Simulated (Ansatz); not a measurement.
**Pressure series in Al2CdS4**

The reference is Al₂CdS₄ (space group I-4, No. 82; a = 5.521 Å, c = 10.154 Å).

Cell and atoms are relaxed at each pressure.

Level of theory: PBEsol, PAW, 420 eV (Ansatz, an electronic-structure program; scalar-relativistic without spin-orbit coupling).

Two rows of this table had their results exchanged by mistake.

```
pressure           volume per atom (Å³)  shortest distance (Å)  band gap
-----------------  --------------------  ---------------------  --------
pressure 0.9 GPa                  21.65                  2.257   2.91 eV
pressure 2.1 GPa                  17.72                  2.187   2.70 eV
pressure 9 GPa                    18.91                  2.212   2.97 eV
pressure 15 GPa                   21.09                  2.250   2.98 eV
pressure 22.5 GPa                 16.64                  2.160   2.40 eV
pressure 30 GPa                   15.81                  2.138   2.17 eV
```

Question: Which two?

Answer: The rows for pressure 2.1 GPa and pressure 15 GPa: the volume has to fall steadily with pressure, so 21.09 Å³ belongs to pressure 2.1 GPa and 17.72 Å³ to pressure 15 GPa.

Load acts through the strain it causes; cell and atoms are relaxed under it. Whether these cells are dynamically stable was not tested. No other phases were tried under pressure.
